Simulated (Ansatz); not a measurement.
System: Sm₂Al (Pnma, No. 62; cell taken from a computed entry). Method: r²SCAN (plane waves, PAW; Ansatz, a first-principles code).

Settings: plane-wave cutoff 500 eV, 8×12×6 k mesh (along the axes of the cell as run), Fermi–Dirac smearing 0.1 eV, spin-polarised start, scalar-relativistic PAW data made under PBE.

Computed at the level's own relaxed cell.

Give the computed volume per atom.


- volume per atom: 30.36 Å³/atom

Note: the magnetic order was assumed, not searched for or taken from measurement; the relaxation could not lower the start's symmetry, so the cell can be a saddle point above a distorted one; the 4f shell is treated without U or exact exchange, so its levels and filling can be wrong.

Spin–orbit coupling is not included.

The computed numbers hold no vibrational or temperature effects.
